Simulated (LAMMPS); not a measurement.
Simulation of ZnS (zinc blende), 4096 atoms, at 2400 K and 0 GPa, heated as the crystal.

Computed with classical MD, pair style sw, file CdTeZnSeHgS0.sw; code LAMMPS.

Question: Give g(r) against r (Å) as the simulation yields it.

Answer: State found: crystal; no diffusion seen in 30 ps.
```csv
r (Å),"g(r), S-Zn"
1.860,0.000
1.900,0.001
1.940,0.003
1.980,0.016
2.020,0.045
2.060,0.143
2.100,0.403
2.140,0.902
2.180,1.68
2.220,2.77
2.260,3.99
2.300,5.14
2.340,5.93
2.380,6.42
2.420,6.16
2.460,5.67
2.500,4.84
2.540,3.93
2.580,2.98
2.620,2.10
2.660,1.49
2.700,1.03
2.740,0.682
2.780,0.453
2.820,0.273
2.860,0.177
2.900,0.125
2.940,0.077
2.980,0.051
3.020,0.027
3.060,0.022
3.100,0.015
3.140,0.008
3.180,0.005
3.220,0.008
3.260,0.005
3.300,0.006
3.340,0.010
3.380,0.010
3.420,0.008
3.460,0.014
3.500,0.017
3.540,0.025
3.580,0.035
3.620,0.038
3.660,0.063
3.700,0.073
3.740,0.099
3.780,0.128
3.820,0.174
3.860,0.217
3.900,0.289
3.940,0.366
3.980,0.456
4.020,0.553
4.060,0.662
4.100,0.808
4.140,0.981
4.180,1.12
4.220,1.30
4.260,1.48
4.300,1.64
4.340,1.81
4.380,1.97
4.420,2.09
4.460,2.22
4.500,2.33
4.540,2.35
4.580,2.36
4.620,2.35
4.660,2.28
4.700,2.22
4.740,2.12
4.780,1.92
4.820,1.78
4.860,1.60
4.900,1.43
4.940,1.27
4.980,1.07
5.020,0.931
5.060,0.768
5.100,0.650
5.140,0.525
5.180,0.445
5.220,0.363
5.260,0.313
5.300,0.278
5.340,0.244
5.380,0.261
5.420,0.278
5.460,0.313
5.500,0.360
5.540,0.431
5.580,0.540
5.620,0.627
5.660,0.733
5.700,0.856
5.740,0.981
5.780,1.09
5.820,1.20
5.860,1.30
5.900,1.39
5.940,1.43
```

Caution: in nature this polymorph isn't the stable one over the whole range of temperature at this pressure, and short runs keep a crystal in its starting form. Caution: this crystal lies over the melting point of about 2210 K that CdTeZnSeHgS0.sw gives, so it is superheated.
